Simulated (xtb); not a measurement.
xtb 6.7.1, GFN1-xTB: fluoroethane anion (CCF), charge -1, multiplicity 2, 8 atoms. The geometry is a generated start, not checked to be a minimum at this level.

```json
{
  "run_flags": "--grad",
  "method": "GFN1-xTB",
  "--acc": "1 (default)",
  "--etemp (K)": "300 (default)",
  "basis_functions": "22",
  "valence_electrons": "21"
}
```

```xyz
8

C      0.7733     0.1013     0.0460
C     -0.7200    -0.1610     0.0006
F     -1.3531     0.8151    -0.7334
H      1.2592    -0.6736     0.6315
H      1.1873     0.1008    -0.9595
H      0.9688     1.0685     0.5030
H     -1.1672    -0.1375     1.0000
H     -0.9484    -1.1137    -0.4882
```

Charge -1 and multiplicity 2 are set for this test and not shown to be the ground state. GFN-xTB has no spin term: --uhf 1 sets the occupations alone.

One run each on 1 thread. Values of broydamp tried: 0.02, 0.05, 0.1, 0.2, 0.4 (default), 0.6, 0.8, 1.

Q: How does the count of SCC iterations change with broydamp, and where is it least?

A: Fewest SCC iterations, within one of each other: 0.4 (default) with 17, 0.6 with 17, 0.8 with 17. The count rises to 38 at 0.02. All converge to one solution.

```json
[
 {"broydamp": "0.02", "SCC iterations": "38", "end": "same solution"},
 {"broydamp": "0.05", "SCC iterations": "29", "end": "same solution"},
 {"broydamp": "0.1", "SCC iterations": "29", "end": "same solution"},
 {"broydamp": "0.2", "SCC iterations": "26", "end": "same solution"},
 {"broydamp": "0.4 (default)", "SCC iterations": "17", "end": "same solution"},
 {"broydamp": "0.6", "SCC iterations": "17", "end": "same solution"},
 {"broydamp": "0.8", "SCC iterations": "17", "end": "same solution"},
 {"broydamp": "1", "SCC iterations": "19", "end": "same solution"}
]
```
